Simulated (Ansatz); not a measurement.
Consider Se (space group P3_121, No. 152; a = 4.529 Å, c = 5.042 Å; made of chains).

(Cell as relaxed with PBE.)

Levels (all Ansatz, a program for electronic structure, PAW, earlier PAW set): PBE (420 eV, spin-orbit coupling left out); r2SCAN (500 eV, no SOC).

Each level relaxes its own structure.

```
base                      PBE    r2SCAN
-------------------  --------  --------
volume per atom      29.86 Å³  29.25 Å³
lattice parameter a   4.529 Å   4.507 Å
band gap              1.04 eV   1.33 eV
```

The change: cell and atoms relaxed at a pressure of 10 GPa.

```
quantity              PBE  r2SCAN
---------------  --------  ------
band gap             zero     [?]
volume per atom  20.89 Å³     [?]
```

### Question
Given the PBE results, estimate those of r2SCAN.

### Answer

- band gap, r2SCAN: 0.29 eV
- volume per atom, r2SCAN: 21.09 Å³

They disagree on the band gap; PBE's volume per atom lies 0.20 Å³ below r2SCAN's (0.9 %). Neither level is exact; r2SCAN is the comparison here, not a measurement.

From pressure 10 GPa on, the axis ratios lie over 15 % from the base's, so the cell there is far from its starting form. Load acts through the strain it causes; cell and atoms are relaxed under it. No phonon test of stability was made. No other phases were tried under pressure. No dispersion term is included, though the crystal is made of layers, chains or molecules, so its spacings can come out too wide. Gaps under 0.05 eV, about the width of the smearing, are given as zero. A zero or small gap of Se under pressure 10 GPa can be the functional's error rather than a property of the material.
